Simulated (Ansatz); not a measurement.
Start from Sn in the diamond structure (space group Fd-3m, No. 227; a = 6.566 Å). Axes: x, y, z lie along the cube axes.

Computed with r2SCAN in Ansatz (plane waves to 500 eV, PAW, no spin-orbit coupling).

One thing is altered: the cell is scaled by 0.9750 in all directions, atoms relaxed at fixed cell.

Problem. Predict the stress tensor and what it implies for the stiffness.

Solution. Stress of the strained cell less that of the base (GPa, compression positive):
```
    3.9     0.0     0.0
    0.0     3.9     0.0
    0.0     0.0     3.9
```

Then B = −ΔP/(ΔV/V₀) with ΔV/V₀ = -0.0731 gives secant stiffness values (nonlinear terms included at this strain): B ≈ 54 GPa.

As a check, the harmonic strain energy −½ V₀ Δσ:ε is 32 meV/atom; the computed energy rise is 29 meV/atom.

No phonon test of stability was made.

Ansatz is a program for electronic structure.
